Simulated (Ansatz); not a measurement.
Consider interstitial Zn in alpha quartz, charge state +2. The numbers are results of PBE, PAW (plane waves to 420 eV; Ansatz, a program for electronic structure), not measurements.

Settings: 72 host sites, the relaxed PBE lattice, the Γ point alone, smearing 0.01 eV, spin-restricted, no image-charge correction. Static, classical nuclei. The charge state is imposed; whether it is stable for some Fermi level was not computed. Sites that were not tried may lie lower.

Barriers: single points on a 2×2×2 k-point mesh shifted by half a step along c at the bands' geometries.

The step: Zn moves alone to another site. Atoms about the jump, Cartesian Å from the middle of the jump, before and after:

| atom | x0 | y0 | z0 | x1 | y1 | z1 |
|---|---|---|---|---|---|---|
| Zn1 | -0.06 | -0.04 | -0.91 | 0.06 | 0.04 | 0.91 |
| O2 | -1.64 | -0.78 | 0.08 | -1.61 | -0.80 | 0.21 |
| O3 | 1.50 | 0.99 | -0.21 | 1.49 | 1.04 | -0.08 |
| O4 | 1.49 | -1.07 | -1.62 | 1.41 | -1.10 | -1.54 |
| O5 | 0.25 | -1.78 | 1.54 | 0.17 | -1.82 | 1.62 |
| O6 | -1.64 | 0.70 | -1.92 | -1.64 | 0.63 | -1.98 |
| O7 | 0.27 | 1.73 | 1.98 | 0.21 | 1.77 | 1.92 |
| Si8 | -1.21 | -2.19 | 0.94 | -1.29 | -2.30 | 0.92 |
| Si9 | 2.64 | -0.04 | -0.92 | 2.50 | -0.05 | -0.94 |
| Si10 | -2.79 | -0.04 | -0.92 | -2.65 | -0.06 | -0.93 |
| Si11 | 1.38 | 2.26 | 0.93 | 1.43 | 2.40 | 0.92 |
| O12 | -1.08 | -3.32 | -0.21 | -1.10 | -3.39 | -0.21 |
| O13 | 3.49 | -0.75 | 0.21 | 3.41 | -0.72 | 0.21 |

Q: Where do these atoms stand at the saddle point, and how high is it?

A: 
| atom | x | y | z |
|---|---|---|---|
| Zn1 | 0.09 | -0.16 | -0.01 |
| O2 | -1.73 | -0.85 | 0.16 |
| O3 | 1.60 | 1.07 | -0.17 |
| O4 | 1.44 | -1.04 | -1.50 |
| O5 | 0.18 | -1.77 | 1.49 |
| O6 | -1.54 | 0.66 | -1.85 |
| O7 | 0.20 | 1.67 | 1.84 |
| Si8 | -1.32 | -2.29 | 0.98 |
| Si9 | 2.64 | 0.00 | -0.99 |
| Si10 | -2.73 | -0.05 | -0.97 |
| Si11 | 1.40 | 2.34 | 0.95 |
| O12 | -1.19 | -3.43 | -0.13 |
| O13 | 3.56 | -0.69 | 0.12 |
It lies 0.12 eV above the start and 0.12 eV above the end. The saddle point's order was not checked, and it lies on a symmetry element of the cell, where a band can be held.
